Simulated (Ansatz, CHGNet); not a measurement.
For BeS (model structure, started from the NiAs type, P6₃/mmc, No. 194, 4 atoms in the cell), the machine-learned potential CHGNet 0.3.0 (trained on PBE and PBE+U data) gives:

| Property | Value |
|---|---|
| lattice constant a | 3.269 Å |
| c axis length | 5.235 Å |

### Question
What does r²SCAN+rVV10 (Ansatz, a first-principles code, PAW) give for the same quantities?

### Answer

- lattice constant a: 3.293 Å (goes up by 0.7 %)
- lattice parameter c: 5.246 Å (rises by 0.2 %)

Changes are worked out from the printed values.

Unless a cell is named, each level is at its own relaxed cell (CHGNet 0.3.0 12.12, r²SCAN+rVV10 12.32 Å³/atom).

Ansatz's density-functional and Hartree–Fock values are scalar-relativistic unless marked +SOC, with PAW data made under PBE.

A model structure was made by putting elements into a prototype or built by hand; it is no filed structure, need not be a known phase, and can be a saddle point held by its symmetry.
